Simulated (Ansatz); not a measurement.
**BN under a change: isotropic strain −0.50 %**

The parent structure is BN in the zinc blende structure (space group F-43m, No. 216; a = 3.5805 Å).

One thing is altered: an isotropic linear strain of −0.50 %, atoms relaxed at fixed cell.

Level of theory: LDA, PAW, 420 eV (Ansatz, a first-principles code; spin-orbit coupling left out). k-mesh 16×16×16 (Γ-centred); smearing 0.05 eV (Fermi–Dirac).

The space group is still F-43m (No. 216) and the shortest interatomic distance decreases by 0.0078 Å to 1.543 Å. The energy rises by 1.7 meV/atom and the pressure rises by 6.214 GPa to 6.21 GPa. The band gap goes up by 0.02 eV (4.39 eV → 4.41 eV) and the gap character stays indirect, Γ → X. The mean gap deformation potential ΔEg/Δln V amounts to -1.2 eV and the width of the top valence band increases by 0.11 eV to 6.88 eV. The electron mass changes from 0.90 mₑ along k, 0.30 mₑ across (at X) to 0.89 mₑ along k, 0.30 mₑ across (at X) and the hole mass (degenerate bands, along [100]) changes from 0.52 mₑ (at Γ) to 0.51, 0.51, 0.54 mₑ (at Γ).

Final structure:

```yaml
crystal:
  lattice:
    - [0.00000, 1.78132, 1.78132]
    - [1.78132, 0.00000, 1.78132]
    - [1.78132, 1.78132, 0.00000]
  atoms:
    - { symbol: B, position: [0.00000, 0.00000, 0.00000] }
    - { symbol: N, position: [0.25000, 0.25000, 0.25000] }
```

Effective masses come from finite differences of ±0.01 Å⁻¹. Along k means along the line from Γ to the band edge. Whether these cells are dynamically stable was not tested.
